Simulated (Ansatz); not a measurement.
Cell and atoms of amorphous Sn12Sb24Te12:

```yaml
crystal:
  lattice:
    - [11.30587, -0.81024, -0.46616]
    - [-0.81024, 11.40118, -0.46587]
    - [-0.46616, -0.46587, 11.11909]
  atoms:
    - { symbol: Sn, position: [0.67993, 0.05309, 0.22553] }
    - { symbol: Sn, position: [0.16571, 0.18970, 0.21791] }
    - { symbol: Sn, position: [0.74520, 0.75079, 0.37583] }
    - { symbol: Sn, position: [0.38960, 0.63381, 0.12001] }
    - { symbol: Sn, position: [0.60067, 0.47230, 0.85457] }
    - { symbol: Sn, position: [0.06557, 0.56107, 0.86286] }
    - { symbol: Sn, position: [0.06168, 0.39577, 0.45729] }
    - { symbol: Sn, position: [0.31752, 0.16550, 0.81823] }
    - { symbol: Sn, position: [0.22657, 0.92302, 0.42985] }
    - { symbol: Sn, position: [0.99087, 0.02644, 0.70374] }
    - { symbol: Sn, position: [0.88565, 0.02486, 0.06842] }
    - { symbol: Sn, position: [0.40697, 0.37222, 0.52174] }
    - { symbol: Sb, position: [0.82486, 0.32792, 0.63012] }
    - { symbol: Sb, position: [0.24480, 0.51363, 0.30029] }
    - { symbol: Sb, position: [0.73617, 0.40558, 0.38582] }
    - { symbol: Sb, position: [0.36389, 0.90892, 0.76045] }
    - { symbol: Sb, position: [0.62243, 0.95680, 0.87014] }
    - { symbol: Sb, position: [0.82035, 0.57097, 0.74093] }
    - { symbol: Sb, position: [0.08570, 0.29863, 0.72491] }
    - { symbol: Sb, position: [0.84240, 0.09765, 0.46461] }
    - { symbol: Sb, position: [0.90114, 0.53642, 0.09805] }
    - { symbol: Sb, position: [0.59608, 0.59725, 0.55108] }
    - { symbol: Sb, position: [0.08343, 0.33728, 0.98947] }
    - { symbol: Sb, position: [0.33316, 0.41735, 0.94465] }
    - { symbol: Sb, position: [0.48861, 0.11685, 0.02175] }
    - { symbol: Sb, position: [0.08704, 0.69150, 0.26461] }
    - { symbol: Sb, position: [0.37031, 0.69802, 0.48116] }
    - { symbol: Sb, position: [0.65402, 0.54213, 0.17873] }
    - { symbol: Sb, position: [0.62230, 0.76980, 0.03778] }
    - { symbol: Sb, position: [0.48675, 0.99591, 0.54315] }
    - { symbol: Sb, position: [0.25539, 0.51942, 0.68914] }
    - { symbol: Sb, position: [0.54156, 0.20113, 0.37464] }
    - { symbol: Sb, position: [0.50730, 0.85065, 0.30671] }
    - { symbol: Sb, position: [0.33414, 0.98384, 0.18561] }
    - { symbol: Sb, position: [0.90550, 0.29555, 0.23244] }
    - { symbol: Sb, position: [0.48853, 0.68463, 0.77311] }
    - { symbol: Te, position: [0.19470, 0.18203, 0.48608] }
    - { symbol: Te, position: [0.94200, 0.61906, 0.46715] }
    - { symbol: Te, position: [0.21055, 0.77392, 0.03200] }
    - { symbol: Te, position: [0.12151, 0.03992, 0.95819] }
    - { symbol: Te, position: [0.41209, 0.31998, 0.18883] }
    - { symbol: Te, position: [0.53461, 0.25176, 0.69869] }
    - { symbol: Te, position: [0.70019, 0.31966, 0.02240] }
    - { symbol: Te, position: [0.95691, 0.93255, 0.31121] }
    - { symbol: Te, position: [0.12462, 0.82205, 0.64277] }
    - { symbol: Te, position: [0.86506, 0.76830, 0.96930] }
    - { symbol: Te, position: [0.80562, 0.16103, 0.83692] }
    - { symbol: Te, position: [0.73956, 0.90467, 0.61255] }
```

Computed with PBE-D3(BJ), scalar-relativistic without spin-orbit coupling, PAW (Ansatz default set, large-core Te) (plane waves to 420 eV; Ansatz, a first-principles code). Neutral PBE cell, which sets geometry, pressure and energy: sampling: a 2×2×2 Γ-centred mesh; Fermi-Dirac width 0.05 eV; no spin polarisation.

Preparation: random packing, a CHGNet melt and quench, and a DFT relaxation. The hot cell started wider than the set density and was brought back towards it in steps. It is the lowest in DFT energy of 3 quenches. It is a model cell: composition and starting density were chosen by hand, and all elements were melted together. The geometry includes D3(BJ) dispersion. Its density started from a set value of 6.48 and ended at 6.87 g/cm³. The quench (nominally 79 K/ps over its main leg) was far faster than any real one, so the model tends to hold more defects than a real film. Values belong to this one cell and scatter from quench to quench. Volume and shape were free in the relaxation.

Question: Give the pressure, the energy against reference phases and the spacing of the highest filled and lowest empty levels.

Answer: 
- Pressure on a 2×2×2 Γ-centred mesh = 0.65 GPa
- Largest force and stress component on that mesh (the relaxation ran on one k-point at (1/4, 1/4, 1/4)) = 0.36 eV/Å and 0.9 GPa
- Energy relative to rhombohedral Sb + SnTe (Fm-3m) (lowest mix at this level among the phases computed, not always the ambient ones) = 0.210 eV/atom
- Gap on a 2×2×2 Γ-centred mesh (PBE) = within the smearing (under twice its width)

The levels at the Fermi energy are partly filled. A closed spacing in one fast-quenched cell at PBE doesn't show the material to be a metal.

Bonds are counted up to Sn-Sn 3.34 Å, Sn-Sb 3.44 Å, Sn-Te 3.42 Å, Sb-Sb 3.34 Å, Sb-Te 3.40 Å, Te-Te 3.31 Å.
